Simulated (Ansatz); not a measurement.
**AlZnInO₄ (model structure, started from the InGaZnO4 type, R3m, No. 160, 7 atoms in the cell)**

All values below come from LDA in Ansatz (PAW).

Settings: plane-wave cutoff 520 eV, 12×12×12 k mesh, Fermi–Dirac smearing 0.01 eV, scalar-relativistic PAW data made under PBE.

Cell (relaxed at this level):

```cif
data_Al3In3O12Zn3
_chemical_formula_sum 'In3 Al3 Zn3 O12'
_space_group_name_H-M_alt 'R3m :H'
_space_group_IT_number 160
_space_group_name_Hall 'R 3 -2"'
_cell_length_a 3.22219
_cell_length_b 3.22219
_cell_length_c 25.35706
_cell_angle_alpha 90.000
_cell_angle_beta 90.000
_cell_angle_gamma 120.000
loop_
_atom_site_label
_atom_site_type_symbol
_atom_site_symmetry_multiplicity
_atom_site_Wyckoff_symbol
_atom_site_fract_x
_atom_site_fract_y
_atom_site_fract_z
_atom_site_occupancy
In1 In 3 a 0.00000 0.00000 0.00415 1
Al1 Al 3 a 0.00000 0.00000 0.78726 1
Zn1 Zn 3 a 0.00000 0.00000 0.21840 1
O1 O 3 a 0.00000 0.00000 0.86103 1
O2 O 3 a 0.00000 0.00000 0.12057 1
O3 O 3 a 0.00000 0.00000 0.71383 1
O4 O 3 a 0.00000 0.00000 0.29475 1
```
(The calculation used a cell of 7 atoms; values per cell refer to that cell.)

* **band gap**: 1.95 eV
* **smallest direct gap on the k points sampled**: 1.96 eV

Note: the relaxation could raise the start's symmetry but not lower it, so the cell can be a saddle point.

Spin–orbit coupling is not included.

Static lattice: no zero-point or thermal effects.

Cost on a shared machine: very roughly 100 core-seconds.

A model structure was made by putting elements into a prototype or built by hand; it is no filed structure, need not be a known phase, and can be a saddle point held by its symmetry.

Ansatz is a program for electronic structure.
